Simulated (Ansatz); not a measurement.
**What biaxial strain +1.00 %, plane normal [001], relaxed out of plane does to MgI2**

Consider MgI2 in the CdI2 type structure (space group P-3m1, No. 164; a = 4.060 Å, c = 6.580 Å; layered, stacked along the Cartesian z axis). Axes: x lies along a and z along c of the hexagonal cell.

One thing is altered: tensile biaxial strain of 1.00 % in the plane normal to [001], as in epitaxy on a mismatched substrate; the out-of-plane cell vector and the atoms relax.

Level of theory: PBEsol-D3(BJ) (Ansatz, a program for electronic structure, PAW, without spin-orbit coupling). Settings: 9×9×5 k-points, 0.05 eV Fermi–Dirac smearing.

| quantity | base | changed | shift |
|---|---|---|---|
| space group | P-3m1 (No. 164) | P-3m1 (No. 164) | – |
| shortest interatomic distance | 5.440 bohr | 5.460 bohr | +0.020 bohr |
| band gap | 3.34 eV | 3.26 eV | -0.08 eV |
| gap character | indirect, Γ → L–M (40 % along) | indirect, Γ → L–M (40 % along) | – |
| smallest direct gap | 3.69 eV | 3.53 eV | -0.16 eV |
| hole mass | 0.19 mₑ along c, 2.5 mₑ across (at Γ) | 0.20 mₑ out of plane, 2.2 mₑ in plane (at Γ) | – |
| valence-band top at Γ (three highest levels, from the VBM) | 0.00, -0.14, -0.14 eV | 0.00, -0.26, -0.26 eV | – |
| out-of-plane strain | – | -0.62 % | – |
| ratio −ε⊥/ε∥ | – | 0.62 | – |

Final structure (turned so that z lies along the plane normal):

```yaml
crystal:
  lattice:
    - [4.10030, 0.00000, 0.00000]
    - [2.05015, 3.55096, 0.00000]
    - [0.00000, 0.00000, 6.53972]
  atoms:
    - { symbol: Mg, position: [0.00000, 0.00000, 0.00000] }
    - { symbol: I, position: [0.33333, 0.33333, 0.25330] }
    - { symbol: I, position: [0.66667, 0.66667, 0.74670] }
```

With I present, leaving out spin-orbit coupling can change the band edges. Effective masses come from finite differences of ±0.01 Å⁻¹. Stability against distortions was not tested.
